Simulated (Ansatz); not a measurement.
Cost and result by functional for the surface energy of the (311) surface of fcc Ca in its 1x1 cell, outermost plane spacing 1.67 Å in the ideal cut, in Ansatz (plane waves, PAW). Single points on the PBE structure, on one kind of machine; costs are rough ratios of the slab run's core time (references not counted) to the cheapest single point. r2SCAN's cost holds its higher cutoff (500 against 420 eV). Differences are taken against r2SCAN for comparison alone: no measured value is at hand, so the table doesn't rank accuracy.

Set-up: 7 atoms, 10.0 Å thick at the start (thin: gaps and levels are the slab's own); mesh 10x6x1; 0.1 eV smearing; dipole correction on; all atoms relaxed; held to the part of the start's symmetry that mesh and held atoms allow; no spin, no spin-orbit, no U. These notes are the PBE run's.

```json
[
 {"functional": "PBEsol", "relative cost": "1", "surface energy (J/m²)": "0.58", "less r2SCAN (J/m²)": "0.00"},
 {"functional": "LDA", "relative cost": "1", "surface energy (J/m²)": "0.59", "less r2SCAN (J/m²)": "0.01"},
 {"functional": "RPBE", "relative cost": "1", "surface energy (J/m²)": "0.49", "less r2SCAN (J/m²)": "-0.09"},
 {"functional": "r2SCAN", "relative cost": "3", "surface energy (J/m²)": "0.58", "less r2SCAN (J/m²)": "0.00"},
 {"functional": "PBE (the relaxed run's value)", "relative cost": "–", "surface energy (J/m²)": "0.53", "less r2SCAN (J/m²)": "-0.05"}
]
```

The values span 0.10 J/m², while the single points' costs differ by a factor of roughly 3. Differences are of unrounded values.

Ansatz is an electronic-structure program.
